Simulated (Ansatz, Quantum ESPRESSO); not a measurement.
# One structure in several programs: Cr (Im-3m, 2 atoms in the cell)

Relaxation of cell and atoms.

```yaml
crystal:
  lattice:
    - [2.88000, 0.00000, 0.00000]
    - [0.00000, 2.88000, 0.00000]
    - [0.00000, 0.00000, 2.88000]
  atoms:
    - { symbol: Cr, position: [0.00000, 0.00000, 0.00000], spin: 1.5 }
    - { symbol: Cr, position: [0.50000, 0.50000, 0.50000], spin: -1.5 }
```
(The spins are starting values, not results.)

Shared settings, as Ansatz (an electronic-structure program) writes them: kpoints.mp_grid.grid = 9 9 9; scf.occupations.method = gaussian; scf.occupations.width = 0.2 eV. Potentials and cutoffs stand in the table.

```json
[
 {"code": "Quantum ESPRESSO", "model": "PBE, GBRV 1.5 ultrasoft (PBE) pseudopotentials", "final volume (Å³/atom)": "11.79", "cutoff": "50 Ry"},
 {"code": "Ansatz", "model": "PBE, default PAW files", "final volume (Å³/atom)": "11.75", "cutoff": "420 eV"}
]
```

On Ansatz's run: the magnetic order is the one reached from the typed start; others were not searched systematically.

The spread over the programs that give each value: final volume within 0.04 Å³/atom.

The programs treat the finite-basis stress differently while the cell relaxes: Ansatz adds an estimate of it.

The starting cell has typed, rounded lattice constants, without a prior relaxation at this level.

Keys are those of Ansatz 0.2.
